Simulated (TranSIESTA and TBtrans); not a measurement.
## Cu chain with a F atom beside one bond

System: Cu chain with a F atom beside one bond. Leads: straight Cu chain, spacing 2.3 Å. Geometry: 3 atoms about the centre moved by SIESTA (PBE, DZP) to a largest force of 0.07 eV/Å, all others as built.

Method: TranSIESTA and TBtrans, PBE, DZP numerical orbitals (energy shift 0.15 eV), PseudoDojo norm-conserving scalar-relativistic potentials, mesh cutoff 200 Ry, 300 K, no spin polarisation, no spin-orbit coupling; self-consistent non-equilibrium Green functions.

- Conductance at 300 K (G0 = 2e²/h) = 0.45
- Thermopower (μV/K) = 86
- Mean T from −0.5 to 0.5 eV = 0.72

Energies count from the leads' Fermi level. Transmissions are for one spin of a degenerate pair. The energy step is 0.01 eV; narrower resonances are cut or missed.

| E (eV) | T | lead channels |
|---|---|---|
| -2.00 | 1.00 | 1 |
| -1.90 | 0.99 | 1 |
| -1.80 | 0.95 | 1 |
| -1.70 | 0.82 | 1 |
| -1.60 | 0.18 | 1 |
| -1.50 | 0.68 | band edge |
| -1.40 | 1.16 | 3 |
| -1.30 | 1.60 | 3 |
| -1.20 | 1.55 | 3 |
| -1.10 | 1.81 | 4 |
| -1.00 | 1.71 | 4 |
| -0.90 | 1.58 | 4 |
| -0.80 | 1.46 | 4 |
| -0.70 | 1.37 | 4 |
| -0.60 | 1.39 | 4 |
| -0.50 | 1.45 | band edge |
| -0.40 | 1.34 | band edge |
| -0.30 | 1.25 | band edge |
| -0.20 | 1.20 | 4 |
| -0.10 | 1.19 | band edge |
| 0.00 | 0.27 | 1 |
| 0.10 | 0.22 | 1 |
| 0.20 | 0.23 | 1 |
| 0.30 | 0.24 | 1 |
| 0.40 | 0.25 | 1 |
| 0.50 | 0.26 | 1 |
| 0.60 | 0.28 | 1 |
| 0.70 | 0.29 | 1 |
| 0.80 | 0.31 | 1 |
| 0.90 | 0.33 | 1 |
| 1.00 | 0.35 | 1 |
| 1.10 | 0.37 | 1 |
| 1.20 | 0.39 | 1 |
| 1.30 | 0.41 | 1 |
| 1.40 | 0.44 | 1 |
| 1.50 | 0.46 | 1 |
| 1.60 | 0.49 | 1 |
| 1.70 | 0.52 | 1 |
| 1.80 | 0.54 | 1 |
| 1.90 | 0.57 | 1 |
| 2.00 | 0.60 | 1 |

The leads' channel count changes near -0.01 eV, within the thermal window, so values at the Fermi level hang on where that band edge falls. The straight chain is held at its spacing; free chains may zigzag or dimerise. No spin-polarised start was tried, so a magnetic state, if there is one, is missed.
